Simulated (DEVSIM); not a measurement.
Device: illuminated Si n-on-p cell, one wavelength, at 250 K.

```
layer (left to right)  material  thickness (μm)  Nd (cm⁻³)  Na (cm⁻³)  τn (s)  τp (s)  absorption coefficient (cm⁻¹)
---------------------  --------  --------------  ---------  ---------  ------  ------  -----------------------------
1                            Si           0.680     9.5e17          -  1.4e-5  1.3e-5                            100
2                            Si            45.0          -     1.2e15  0.0005  0.0005                            100
```

Left contact: ohmic, minority hole recombination velocity 80 cm/s. Right contact: ohmic, minority electron recombination velocity 200 cm/s. Voltage is applied to the left contact. Recombination: SRH at mid-gap, radiative, Auger. Light enters at the left, 1.4e17 photons cm⁻² s⁻¹, one pass, no reflection. Mobility is μmin + (μ − μmin)/(1 + (N/Nref)^α).

The device is made up for the run: typed textbook-type constants, with dimensions and the other settings drawn at random. Values at 300 K; Nc and Nv go as T^1.5, mobilities as T to minus their exponent, the gap by Varshni's rule with the affinity fixed.

```tsv
parameter	Si
gap (eV)	1.124
affinity (eV)	4.05
permittivity	11.7
Nc (cm⁻³)	2.86e19
Nv (cm⁻³)	3.1e19
μn (cm²/Vs)	1417
μp (cm²/Vs)	470
μn,min	52
μp,min	45
Nref,n	9.7e16
Nref,p	2.2e17
αn	0.68
αp	0.72
T exponent of μn	2.3
T exponent of μp	2.2
B (cm³/s)	4.7e-15
Cn (cm⁶/s)	2.8e-31
Cp (cm⁶/s)	9.9e-32
Varshni α (eV/K)	0.000473
Varshni β (K)	636
```

Model (solved in DEVSIM): 1D drift-diffusion, Boltzmann statistics, complete ionisation; no tunnelling, impact ionisation, image-force lowering or self-heating.

The recombination velocity at the left contact was swept, all else fixed.

| recombination velocity at the left contact (cm/s) | share of generated pairs collected at short circuit | dark forward voltage at 1 A/cm² (V) | open-circuit voltage (V) | dark forward voltage at 100 A/cm² (V) |
|---|---|---|---|---|
| 10 | 0.991 | 0.785 | 0.678 | 0.900 |
| 80 | 0.991 | 0.785 | 0.678 | 0.899 |
| 100 | 0.991 | 0.785 | 0.678 | 0.899 |
| 1000 | 0.991 | 0.784 | 0.678 | 0.899 |
| 10000 | 0.990 | 0.783 | 0.677 | 0.898 |
| 1e5 | 0.986 | 0.779 | 0.673 | 0.896 |
| 1e6 | 0.982 | 0.777 | 0.671 | 0.895 |
| 1e7 | 0.982 | 0.777 | 0.670 | 0.895 |

From the first row to the last the share of generated pairs collected at short circuit goes from 0.991 to 0.982. From the first row to the last the dark forward voltage at 1 A/cm² goes from 0.785 to 0.777.
